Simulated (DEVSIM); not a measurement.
Device: abrupt InP n-p junction, at 400 K.

```csv
layer (left to right),material,thickness (μm),Nd (cm⁻³),Na (cm⁻³),τn (s),τp (s)
1,InP,34.0,1.5e15,-,1.1e-8,1.1e-8
2,InP,0.330,-,7.5e17,1.1e-8,1.1e-8
```

Left contact: ohmic. Right contact: ohmic. Voltage is applied to the left contact. Recombination: SRH at mid-gap, radiative. Mobility is μmin + (μ − μmin)/(1 + (N/Nref)^α).

Constants are typed, rounded textbook-type inputs, not results; the design itself was drawn at random and stands for no fabricated device. Values at 300 K; Nc and Nv go as T^1.5, mobilities as T to minus their exponent, the gap by Varshni's rule with the affinity fixed.

| parameter | InP |
|---|---|
| gap (eV) | 1.344 |
| affinity (eV) | 4.38 |
| permittivity | 12.5 |
| Nc (cm⁻³) | 5.7e17 |
| Nv (cm⁻³) | 1.1e19 |
| μn (cm²/Vs) | 5200 |
| μp (cm²/Vs) | 170 |
| μn,min | 400 |
| μp,min | 10 |
| Nref,n | 3e17 |
| Nref,p | 4.9e17 |
| αn | 0.47 |
| αp | 0.62 |
| T exponent of μn | 2 |
| T exponent of μp | 2 |
| B (cm³/s) | 1.2e-10 |
| Varshni α (eV/K) | 0.000363 |
| Varshni β (K) | 162 |

Simulated with DEVSIM: 1D drift-diffusion, Boltzmann statistics, complete ionisation; no tunnelling, impact ionisation, image-force lowering or self-heating.

The minority lifetime in layer 1 was swept, all else fixed.

```json
[
 {"minority lifetime in layer 1 (s)": "3.3e-10", "dark forward voltage at 1 A/cm² (V)": "0.675", "dark forward voltage at 100 A/cm² (V)": "1.370"},
 {"minority lifetime in layer 1 (s)": "1.1e-9", "dark forward voltage at 1 A/cm² (V)": "0.689", "dark forward voltage at 100 A/cm² (V)": "1.366"},
 {"minority lifetime in layer 1 (s)": "3.3e-9", "dark forward voltage at 1 A/cm² (V)": "0.704", "dark forward voltage at 100 A/cm² (V)": "1.354"},
 {"minority lifetime in layer 1 (s)": "1.1e-8", "dark forward voltage at 1 A/cm² (V)": "0.723", "dark forward voltage at 100 A/cm² (V)": "1.321"},
 {"minority lifetime in layer 1 (s)": "3.3e-8", "dark forward voltage at 1 A/cm² (V)": "0.739", "dark forward voltage at 100 A/cm² (V)": "1.252"},
 {"minority lifetime in layer 1 (s)": "1.1e-7", "dark forward voltage at 1 A/cm² (V)": "[?]", "dark forward voltage at 100 A/cm² (V)": "[?]"},
 {"minority lifetime in layer 1 (s)": "3.3e-7", "dark forward voltage at 1 A/cm² (V)": "0.765", "dark forward voltage at 100 A/cm² (V)": "1.086"}
]
```

What belongs in the gaps?


- 1.1e-7, dark forward voltage at 1 A/cm² (V): 0.754
- 1.1e-7, dark forward voltage at 100 A/cm² (V): 1.146
